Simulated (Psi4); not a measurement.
Psi4 1.11, unrestricted HF/def2-tzvp: silacyclobutane anion (C1C[SiH2]C1), charge -1, multiplicity 2, 12 atoms. The geometry is a generated start, not checked to be a minimum at this level.

```
Item                                 Result
--------------------------  ---------------
task                                 energy
method                                  scf
basis                             def2-tzvp
memory                                 3 GB
maxiter                                 100
keys of the molecule block      symmetry c1
scf_type                       df (default)
e_convergence               1e-06 (default)
d_convergence               1e-06 (default)
basis functions                         178
```

```xyz
12

C      0.7482     0.2956     0.7641
C      0.8039    -0.8281    -0.2923
Si    -0.9908    -0.4550    -0.8347
C     -0.5672     0.9868     0.3480
H      1.6143     0.9588     0.7399
H      0.6693    -0.1182     1.7706
H      1.5482    -0.6268    -1.0625
H      1.0268    -1.8104     0.1211
H     -2.0039    -1.3889    -0.3408
H     -1.2218    -0.1349    -2.2445
H     -0.3886     1.9380    -0.1520
H     -1.2383     1.1832     1.1830
```

Charge -1 and multiplicity 2 are set for this test and not shown to be the ground state.

With the defaults (guess = auto, which took SAD, damping_percentage = 0, diis_max_vecs = 10, scf_initial_accelerator = adiis, soscf = false) it converges in 9 SCF iterations. One run each on 2 threads, with these changes:
- guess = sapgau
- damping_percentage = 60
- diis_max_vecs = 3
- guess = sadno
- guess = sap
- guess = huckel
- soscf = true
- scf_initial_accelerator = none
- guess = core

Which of these changes keep the SCF from converging, or lead it to another solution?

No convergence: damping_percentage = 60 (the run ends without SCF convergence in 100 iterations). Another solution: guess = core (770 meV higher); guess = sap (770 meV higher); guess = sapgau (770 meV higher). The rest reach the solution of the defaults.

| setting | SCF iterations | JK calls | end |
|---|---|---|---|
| soscf = true | 6 | 22 | same solution |
| the defaults | 9 | 10 | same solution |
| scf_initial_accelerator = none | 9 | 10 | same solution |
| diis_max_vecs = 3 | 10 | 11 | same solution |
| guess = huckel | 11 | 29 | same solution |
| guess = sadno | 11 | 11 | same solution |
| guess = sap | 21 | 21 | other solution, 770 meV higher |
| guess = sapgau | 22 | 22 | other solution, 770 meV higher |
| guess = core | 25 | 25 | other solution, 770 meV higher |
| damping_percentage = 60 | 100 | 101 | no convergence |

An SOSCF iteration holds several JK calls; a Hückel guess adds calls on atoms.
